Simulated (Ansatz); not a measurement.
## MoSi2: biaxial strain +1.48 %, plane normal [001], relaxed out of plane

The reference is MoSi₂ (space group I4/mmm, No. 139; a = 3.202 Å, c = 7.819 Å). Axes: x, y, z lie along a, b, c of the conventional cell.

The change: biaxial strain +1.48 %, plane normal [001], relaxed out of plane (Cartesian); in-plane vectors clamped, the third vector and the atoms free.

Level of theory: r2SCAN (Ansatz, a first-principles code, PAW, spin-orbit coupling left out), earlier PAW set. k-mesh 14×14×14 (Γ-centred); smearing 0.05 eV (Fermi–Dirac).

```json
[
 {"quantity": "shortest interatomic distance", "base": "257.6 pm", "changed": "256.0 pm", "shift": "-1.6 pm"},
 {"quantity": "energy relative to the base (free energy F)", "base": "0 meV/atom", "changed": "+8.8 meV/atom", "shift": "+8.8 meV/atom"},
 {"quantity": "band gap", "base": "zero", "changed": "zero", "shift": "–"},
 {"quantity": "out-of-plane strain (rough)", "base": "–", "changed": "-0.48 %", "shift": "–"},
 {"quantity": "mean in-plane stress (compression positive) (rough)", "base": "–", "changed": "-7.0 GPa", "shift": "–"}
]
```

The mesh was chosen for an insulator and is coarse for the gapless case. Without a gap, meshes like the base's 14×14×14 leave anisotropic stresses uncertain by several tenths of a GPa, and small strain energies with them. No phonon test of stability was made. The final runs are not spin-polarised.
